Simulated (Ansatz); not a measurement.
```xyz
4
Lattice="4.0452 0.0000 0.0000 -2.0226 3.5033 0.0000 0.0000 0.0000 6.4847" Properties=species:S:1:pos:R:3 pbc="T T T"
Li     2.0226     1.1678     5.6917
Li     0.0000     2.3355     2.4493
Br     2.0226     1.1678     3.2249
Br     0.0000     2.3355     6.4672
```

Relaxed-ion tensors in this frame from Ansatz (a first-principles code), LDA functional, plane-wave PAW. Proper piezoelectric stress tensor e (C/m²):

```
 0.00   0.00   0.00   0.00   0.12   0.00
 0.00   0.00   0.00   0.12   0.00   0.00
 0.17   0.17  -0.34   0.00   0.00   0.00
```

Stiffness C (GPa):

```
32.8  21.0  19.6   0.0   0.0   0.0
21.0  32.8  19.6   0.0   0.0   0.0
19.6  19.6  33.3   0.0   0.0   0.0
 0.0   0.0   0.0   6.3   0.0   0.0
 0.0   0.0   0.0   0.0   6.3   0.0
 0.0   0.0   0.0   0.0   0.0   5.9
```

The cell is a database entry relaxed within its symmetry; it need not be the phase found at ambient conditions.

Problem. Obtain the piezoelectric strain tensor d.

Solution. d = e S with S = C⁻¹, in pC/N:

```
  0.0    0.0    0.0    0.0   19.0    0.0
  0.0    0.0    0.0   19.0    0.0    0.0
 12.0   12.0  -24.4    0.0    0.0    0.0
```
Away from Γ the polar cell without biaxial strain shows no imaginary mode on a 2×2×2 mesh.
